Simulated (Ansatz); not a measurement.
Defect migration in polar orthorhombic HfO2: interstitial Na, charge state +1. All values below come from PBE, PAW (plane waves to 420 eV; Ansatz, an electronic-structure program).

Settings: 96 host sites, the relaxed PBE lattice, the Γ point alone, smearing 0.01 eV, spin-restricted, no image-charge correction. No zero-point or tunnelling terms. Spin-orbit coupling is left out. The host's phase is taken as given; its stability against other phases was not computed. The charge state is imposed; whether it is stable for some Fermi level was not computed. Sites that were not tried may lie lower.

Barriers: single points on a 2×2×2 k-point mesh shifted by half a step at the bands' geometries (they differ from the bands' own by up to 0.08 eV, and are uncertain by about as much).

A. a direct jump of one Na atom; the atom moves 3.48 Å along (-0.50, 0.45, 0.00) of the unit cell; the moving atom starts with neighbours O at 2.00, O at 2.08, O at 2.13, O at 2.18, O at 2.27, O at 2.30 Å and ends with O at 2.00, O at 2.08, O at 2.13, O at 2.18, O at 2.27, O at 2.30 Å; saddle order not checked.
B. a direct jump of one Na atom; the atom moves 3.12 Å along (-0.34, 0.00, 0.50) of the unit cell; the moving atom starts with neighbours O at 2.00, O at 2.08, O at 2.13, O at 2.18, O at 2.27, O at 2.30 Å and ends with O at 2.00, O at 2.08, O at 2.13, O at 2.18, O at 2.27, O at 2.30 Å; saddle order not checked.

### Question
Order them by forward barrier (lowest first) at the level PBE, PAW.

### Answer
B (1.56 eV), A (2.51 eV)
